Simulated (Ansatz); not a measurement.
By PBEsol, the system below comes out a metal.

A figure of merit of an interconnect metal is its ballistic conductance per area.

Here is the system:

```
CELL_PARAMETERS angstrom
      2.63740     0.00000     0.00000
     -1.31870     2.28406     0.00000
      1.31870     0.76135     2.15343
ATOMIC_POSITIONS crystal
  Rh 0.00000 0.00000 0.00000
```

The cell is strained (all lengths scaled by 0.98); by PBEsol it stands under a pressure of 13.1 GPa.

The current flows along the normal of the first two printed cell vectors, the (111) plane of the conventional cell. No spin-orbit coupling; the value is a mean over 0.1 eV about the Fermi level.

Estimate the ballistic conductance per area that PBEsol (Ansatz, an electronic-structure program) returns for this system.

2.2 × 10¹⁵ S/m² for both spins.
